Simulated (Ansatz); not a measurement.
## (Ru,Re): Re$_{3}$Ru

A 32-atom cell of (Ru,Re) started in the hexagonal close-packed structure, site fractions Ru 0.250, Re 0.750, short-range order 0.00 among the nearest mixed sites of the first mixed sublattice (0 is random, a negative value favours unlike neighbours), space group P1 at the end.

All values below come from PBE (plane waves to 420 eV, PAW; Ansatz, a program for electronic structure). Scalar-relativistic, without spin–orbit coupling; the runs are not spin-polarised. Its k-point mesh 5×5×5, Fermi–Dirac width 0.05 eV.

volume per atom: 14.64 Å³
Re–Re bonds (within 1.22 times the sum of covalent radii): 2.753 Å on average, from 2.680 to 2.804 (108)
Re–Ru bonds (within 1.22 times the sum of covalent radii): 2.737 Å on average, from 2.693 to 2.789 (72)
Ru–Ru bonds (within 1.22 times the sum of covalent radii): 2.746 Å on average, from 2.712 to 2.776 (12)

```
CELL_PARAMETERS angstrom
      1.37681    -7.19069    -4.41541
     -1.37783     7.19231    -4.41834
      6.91511     2.40175     4.41723
ATOMIC_POSITIONS crystal
  Ru 0.54214 0.37525 0.16540
  Re 0.29249 0.50178 0.04163
  Re 0.78891 0.99736 0.04136
  Re 0.28850 0.99751 0.54097
  Re 0.54250 0.62445 0.41637
  Re 0.04128 0.12153 0.41646
  Re 0.28884 0.74779 0.29097
  Re 0.79088 0.25148 0.29209
  Re 0.03795 0.87253 0.16632
  Re 0.53990 0.12711 0.91622
  Ru 0.29342 0.25042 0.79259
  Re 0.53860 0.87175 0.66696
  Re 0.04270 0.37671 0.66812
  Ru 0.79165 0.49914 0.54115
  Re 0.03810 0.62298 0.91467
  Re 0.78790 0.74634 0.79010
  Re 0.46179 0.12920 0.33315
  Re 0.20903 0.25154 0.20635
  Ru 0.70842 0.74976 0.20884
  Ru 0.20854 0.74962 0.70830
  Re 0.46063 0.37648 0.58664
  Re 0.96064 0.87584 0.58428
  Re 0.20983 0.50249 0.45980
  Re 0.70927 0.99901 0.45763
  Re 0.95686 0.62464 0.33342
  Re 0.46017 0.87551 0.08216
  Re 0.21266 0.00335 0.96043
  Ru 0.45825 0.62409 0.83285
  Re 0.96109 0.12770 0.83463
  Re 0.71178 0.25350 0.71133
  Ru 0.95709 0.37370 0.08109
  Ru 0.70818 0.49947 0.95773
```
